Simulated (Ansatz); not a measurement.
Results of LDA (Ansatz, a program for electronic structure, PAW) for MnCl₂ (R-3m, No. 166).

Run with plane-wave cutoff 520 eV, 10×10×10 k mesh, Fermi–Dirac smearing 0.01 eV, spin-polarised start, scalar-relativistic PAW data made under PBE.

Cell (relaxed at this level):

```xyz
3
Lattice="1.7874 1.0320 5.6780 -1.7874 1.0320 5.6780 0.0000 -2.0640 5.6780" Properties=species:S:1:pos:R:3 pbc="T T T"
Mn     0.0000     0.0000     0.0000
Cl     0.0000     0.0000    12.7225
Cl     0.0000     0.0000     4.3115
```

Predict the band gap and direct gap at Γ.


- band gap: 0.87 eV (direct)
- direct gap at Γ: 1.46 eV

Note: the magnetic order was assumed, not searched for or taken from measurement; the volume lies 8 % below that of the published cell.

Computed values are for the static lattice.

It cost roughly 40 core-seconds of CPU time.
